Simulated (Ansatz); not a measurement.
Band structure of Tl (P6_3/mmc, 4 atoms in the cell).

```
Tl
1.0
    3.47671     0.00000     0.00000
   -1.73836     3.01092     0.00000
    0.00000     0.00000    11.16308
Tl
4
Direct
  0.00000   0.00000   0.00000
  0.00000   0.00000   0.50000
  0.33333   0.66667   0.25000
  0.66667   0.33333   0.75000
```

Method of the run: PBE, PAW files (plane waves; Ansatz, a program for electronic structure).

Settings: kpoints.mp_grid.grid = 7 7 2; hamiltonian.xc = pbe; hamiltonian.pseudopotentials = {kind: paw} (the program's default PAW files); scf.occupations.method = gaussian; scf.occupations.width = 0.05 eV; kpoints.band_path.npoints = 8.

The starting cell comes from a database of computed structures (which also holds hypothetical and non-ambient phases and stackings), without a prior relaxation at this level. Its lattice was rescaled by a random factor within 2.5 % of one. Spin-orbit coupling is off.

Levels in eV from the Fermi level, bands 23 to 30:
```json
[
 {"point": "Γ", "23": "-8.37", "24": "-5.03", "25": "-2.64", "26": "3.35", "27": "3.35", "28": "8.01", "29": "8.01", "30": "8.97"},
 {"point": "M", "23": "-4.58", "24": "-3.92", "25": "-2.49", "26": "-2.14", "27": "-0.13", "28": "0.35", "29": "2.00", "30": "2.98"},
 {"point": "K", "23": "-4.25", "24": "-3.97", "25": "-0.74", "26": "-0.47", "27": "-0.47", "28": "-0.28", "29": "-0.28", "30": "1.83"},
 {"point": "A", "23": "-6.64", "24": "-6.64", "25": "-0.36", "26": "-0.36", "27": "7.56", "28": "7.56", "29": "8.28", "30": "8.28"},
 {"point": "L", "23": "-4.41", "24": "-4.41", "25": "-1.60", "26": "-1.60", "27": "-0.92", "28": "-0.92", "29": "3.64", "30": "3.64"},
 {"point": "H", "23": "-4.24", "24": "-4.24", "25": "-0.97", "26": "-0.97", "27": "0.20", "28": "0.20", "29": "1.05", "30": "1.05"}
]
```

Bands cross the Fermi level along this path, so the cell is metallic at this level.

Keys are those of Ansatz 0.2.
